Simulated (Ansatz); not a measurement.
YScO₃ (P6₃cm, No. 185, 30 atoms in the cell; start mp-769007), treated with HSE06 in Ansatz (PAW).

Excerpt of the program's output:

```
WARN output.stress: scf.convergence.dr2_threshold = 3e-9 eV is looser than the 1.6e-9 eV advised for a printed stress (1e-10 eV for each atom of the cell …
WARN output.stress: scf.exx.energy_threshold = 1e-6 eV is looser than the 1.6e-7 eV advised for a stress under a hybrid functional (1e-8 eV for each atom of …
Crystal: 30 atoms, lattice volume = 394.252 Å³
Basis set: ecut = 460 eV, 8851 PW (Γ), exchange–correlation on 90×90×180 points (8 copies of the dense FFT grid, shifted against one another)
Bands: 150, of which v1, the nominal top of the filled ones, is band 120 counted from 1 (119 counted from 0)
Symmetry: 12 space group operations
Space group: P63cm (ITA 185), of the structure as read, at distance tolerance 7.3e-5 Å
k-points: 14 of 72
SCF iter   1: F=—  HF=-46182.451610 eV  |F-HF|=—  |Δ(HF+E_count)|=         —  Δρ=2.85e-3  dr2=2.78e-2
SCF iter   2: F=—  HF=-46182.459983 eV  |F-HF|=—  |Δ(HF+E_count)|=   8.37e-3  Δρ=2.69e-3  dr2=2.45e-2
  ...
Crystal: 30 atoms, lattice volume = 394.252 Å³
Initial density: handed on by an earlier stage of this run
  ...
  atom   6  Y      0.00000000     0.00000000    -0.10126304
  atom   7  Sc    -0.00026752    -0.00046336     0.00766571
  atom   8  Sc     0.00026752    -0.00046336     0.00766571
  atom   9  Sc     0.00053504     0.00000000     0.00766571
  atom  10  Sc     0.00026752     0.00046336     0.00766571
  atom  11  Sc    -0.00026752     0.00046336     0.00766571
  atom  12  Sc    -0.00053504    -0.00000000     0.00766571
  atom  13  O     -0.00290701    -0.00503509    -0.08053755
  atom  14  O      0.00290701    -0.00503509    -0.08053755
  atom  15  O      0.00581403     0.00000000    -0.08053755
  atom  16  O      0.00290701     0.00503509    -0.08053755
  atom  17  O     -0.00290701     0.00503509    -0.08053755
  atom  18  O     -0.00581403    -0.00000000    -0.08053755
  atom  19  O     -0.00338187    -0.00585756     0.08032100
  atom  20  O      0.00338187    -0.00585756     0.08032100
  atom  21  O      0.00676373     0.00000000     0.08032100
  atom  22  O      0.00338187     0.00585756     0.08032100
  atom  23  O     -0.00338187     0.00585756     0.08032100
  atom  24  O     -0.00676373    -0.00000000     0.08032100
  atom  25  O      0.00000000    -0.00000000    -0.05336051
  atom  26  O      0.00000000     0.00000000    -0.05336051
  atom  27  O      0.00000000    -0.00000000    -0.05336051
  atom  28  O      0.00000000     0.00000000    -0.05336051
  atom  29  O     -0.00000000    -0.00000000     0.03814434
  atom  30  O     -0.00000000     0.00000000     0.03814434
--- Stress (GPa, compression-positive) ---
        2.054795       0.000000      -0.000000
       -0.000000       2.054795      -0.000000
       -0.000000      -0.000000       1.946199
  P = ⅓ Tr σ = 2.0186 GPa (20.186 kbar)
```

Question: Write an input file that could have produced this run (the log leaves some choices open).

Answer: This is not unique; one that fits is 
Ansatz 0.2 input:
```yaml
crystal:
  lattice:
    - [6.1342652533, 0.0, 0.0]
    - [-3.0671326267, 5.3124295429, 0.0]
    - [0.0, 0.0, 12.0981172368]
  atoms:
    - { symbol: Y, position: [0.6666666667, 0.3333333333, 0.7354112976] }
    - { symbol: Y, position: [0.3333333333, 0.6666666667, 0.2354112976] }
    - { symbol: Y, position: [0.3333333333, 0.6666666667, 0.7354112976] }
    - { symbol: Y, position: [0.6666666667, 0.3333333333, 0.2354112976] }
    - { symbol: Y, position: [0.0, 0.0, 0.7752606826] }
    - { symbol: Y, position: [0.0, 0.0, 0.2752606826] }
    - { symbol: Sc, position: [0.6663220595, 0.6663220595, 0.0018988372] }
    - { symbol: Sc, position: [0.0, 0.6663220595, 0.5018988372] }
    - { symbol: Sc, position: [0.3336779405, 0.0, 0.0018988372] }
    - { symbol: Sc, position: [0.3336779405, 0.3336779405, 0.5018988372] }
    - { symbol: Sc, position: [0.0, 0.3336779405, 0.0018988372] }
    - { symbol: Sc, position: [0.6663220595, 0.0, 0.5018988372] }
    - { symbol: O, position: [0.6926894236, 0.6926894236, 0.16982432] }
    - { symbol: O, position: [0.0, 0.6926894236, 0.66982432] }
    - { symbol: O, position: [0.3073105764, 0.0, 0.16982432] }
    - { symbol: O, position: [0.3073105764, 0.3073105764, 0.66982432] }
    - { symbol: O, position: [0.0, 0.3073105764, 0.16982432] }
    - { symbol: O, position: [0.6926894236, 0.0, 0.66982432] }
    - { symbol: O, position: [0.6404975993, 0.6404975993, 0.835083463] }
    - { symbol: O, position: [0.0, 0.6404975993, 0.335083463] }
    - { symbol: O, position: [0.3595024007, 0.0, 0.835083463] }
    - { symbol: O, position: [0.3595024007, 0.3595024007, 0.335083463] }
    - { symbol: O, position: [0.0, 0.3595024007, 0.835083463] }
    - { symbol: O, position: [0.6404975993, 0.0, 0.335083463] }
    - { symbol: O, position: [0.6666666667, 0.3333333333, 0.5225945121] }
    - { symbol: O, position: [0.3333333333, 0.6666666667, 0.0225945121] }
    - { symbol: O, position: [0.3333333333, 0.6666666667, 0.5225945121] }
    - { symbol: O, position: [0.6666666667, 0.3333333333, 0.0225945121] }
    - { symbol: O, position: [0.0, 0.0, 0.9759578374] }
    - { symbol: O, position: [0.0, 0.0, 0.4759578374] }
basis:
  ecutwfc: 460
  ecutrho_ratio: 4
  xc_grid: 2
kpoints:
  mp_grid: { grid: [6, 6, 2] }
hamiltonian:
  xc: hse06
  dispersion: none
  pseudopotentials: { kind: paw }
scf:
  occupations: { method: fermi_dirac, width: 0.01 }
  convergence: { dr2_threshold: 0.000000003 }
output:
  forces: true
  stress: true
  eigenvalues: true
```

The PAW data were made under PBE.

Note: cell and atoms aren't relaxed at this level (largest force component 0.10 eV/Å, pressure 2.0 GPa).

A start named mp-… is a Materials Project structure, which need not be a measured phase.

Ansatz is a program for electronic structure.
